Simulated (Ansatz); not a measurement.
An Ansatz (a program for electronic structure) input (LDA (Ansatz), scalar-relativistic without spin-orbit coupling):

Ansatz 0.2 input:
```yaml
crystal:
  lattice:
    - [2.4505440496, 1.3652024038, 4.344498181]
    - [-2.2786558023, 1.3652024038, 4.249914184]
    - [0.0859441237, -2.7304048076, 4.2972061825]
  atoms:
    - { symbol: Al, position: [0.6479756669, 0.6479756669, 0.6479756669] }
    - { symbol: Al, position: [0.1479756669, 0.1479756669, 0.1479756669] }
    - { symbol: Al, position: [0.3520243331, 0.3520243331, 0.3520243331] }
    - { symbol: Al, position: [0.8520243331, 0.8520243331, 0.8520243331] }
    - { symbol: O, position: [0.75, 0.4441380307, 0.0558619693] }
    - { symbol: O, position: [0.0558619693, 0.75, 0.4441380307] }
    - { symbol: O, position: [0.25, 0.5558619693, 0.9441380307] }
    - { symbol: O, position: [0.5558619693, 0.9441380307, 0.25] }
    - { symbol: O, position: [0.9441380307, 0.25, 0.5558619693] }
    - { symbol: O, position: [0.4441380307, 0.0558619693, 0.75] }
basis: { ecutwfc: 420, ecutrho_ratio: 4, xc_grid: 2, fft_grid_basis: typed }
kpoints: { mp_grid: { grid: [9, 9, 9] } }
hamiltonian:
  xc: lda
  dispersion: none
  pseudopotentials: { kind: paw }
scf: { occupations: { method: fermi_dirac, width: 0.05 }, convergence: { dr2_threshold: 0.000000001 } }
relax: { f_tol: 0.005, max_steps: 50 }
output: { forces: true, stress: true }
checkpoint: { write: state.ck, write_every: 1000 }
```

**Question.** Which symmetry and how many k-points will the program report, and about how many plane waves at Γ?

**Answer.** Space group P-1 (ITA 2) with 2 operations, k-points 365 of 729, and 1627 plane waves at Γ.

**Question.** And the final pressure?

**Answer.** 0.40 GPa (compression positive).

The cells carry an imposed strain or load. No phonon test of stability was made. The cell was made from Al2O3 in the corundum structure (space group R-3c, No. 167) by this change: tensor shear ε_xz = +2.00 %.
